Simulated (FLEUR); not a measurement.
Band structure of ZnFe3C (Pm-3m, 5 atoms in the cell).

```
CELL_PARAMETERS angstrom
      3.77289     0.00000     0.00000
      0.00000     3.77289     0.00000
      0.00000     0.00000     3.77289
ATOMIC_POSITIONS crystal
  Zn 0.00000 0.00000 0.00000
  Fe 0.50000 0.00000 0.50000
  Fe 0.00000 0.50000 0.50000
  Fe 0.50000 0.50000 0.00000
  C  0.50000 0.50000 0.50000
```
Moments meant for the start (each program seeds them in its own way; μB, in the order of the atoms Zn Fe Fe Fe C): 0.0 4.0 4.0 4.0 0.0.

Level of theory: PBEsol, all-electron FLAPW (FLEUR), scalar-relativistic valence run with FLEUR.

Settings: Kmax = 4.7 1/bohr; GmaxXC = 16.4 1/bohr; xcFunctional = PBEs; jspins = 2; l_soc = F; mode = hist; fermiSmearingEnergy = 0.00499791 Htr; mesh (inpgen div1-3) = 7 7 7; inpgen gamma flag = false; Gmax = 16.4 1/bohr; numbands = 0; maxIterBroyd = 25; imix = Anderson; alpha = 0.05.

The starting cell comes from a database of computed structures (which also holds hypothetical and non-ambient phases and stackings), without a prior relaxation at this level. Values depend on the basis (sphere radii, cutoffs, local orbitals), which need not be converged.

Levels in eV from the Fermi level, bands 31 to 38 of the first spin channel:
| point | 31 | 32 | 33 | 34 | 35 | 36 | 37 | 38 |
|---|---|---|---|---|---|---|---|---|
| Γ | -1.19 | -1.19 | -0.26 | -0.23 | -0.23 | -0.23 | 3.82 | 4.58 |
| X | -1.48 | -1.25 | -0.92 | -0.23 | 0.82 | 0.82 | 3.85 | 4.26 |
| M | -1.23 | -1.22 | -0.96 | -0.40 | 0.41 | 0.41 | 2.09 | 6.23 |
| R | -1.36 | -1.18 | -1.18 | -0.35 | -0.35 | -0.35 | 2.51 | 2.51 |
